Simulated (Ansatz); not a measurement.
A computed series for Ga2Se3: pressure series

Consider Ga2Se3 (space group Cc, No. 9; a = 6.650 Å, b = 11.649 Å, c = 6.637 Å, α = 90.00°, β = 108.84°, γ = 90.00°).

Cell and atoms are relaxed at each pressure.

Calculations: plane-wave PAW DFT at the PBEsol level (Ansatz, a quantum-chemistry and plane-wave program, 420 eV), without spin-orbit coupling.

```
P (GPa)  V (Å³/atom)
-------  -----------
-1.00         25.153
0.29          24.119
0.70          23.850
1.50          23.375
3.00          22.628
5.00          21.830
7.50          21.032
10.00         20.376
```

Question: Fit a third-order Birch–Murnaghan equation of state.

Answer: Least squares on P(V) = (3B₀/2)[(V₀/V)^(7/3) − (V₀/V)^(5/3)]·[1 + (3/4)(B₀′ − 4)((V₀/V)^(2/3) − 1)] gives V₀ = 24.33 Å³/atom, B₀ = 33 GPa and B₀′ = 5.9.

Between the base and pressure 3 GPa the gap moves from 1.08 eV to 1.14 eV, a mean slope of 22 meV/GPa.

Load acts through the strain it causes; cell and atoms are relaxed under it. Whether these cells are dynamically stable was not tested. No other phases were tried under pressure.
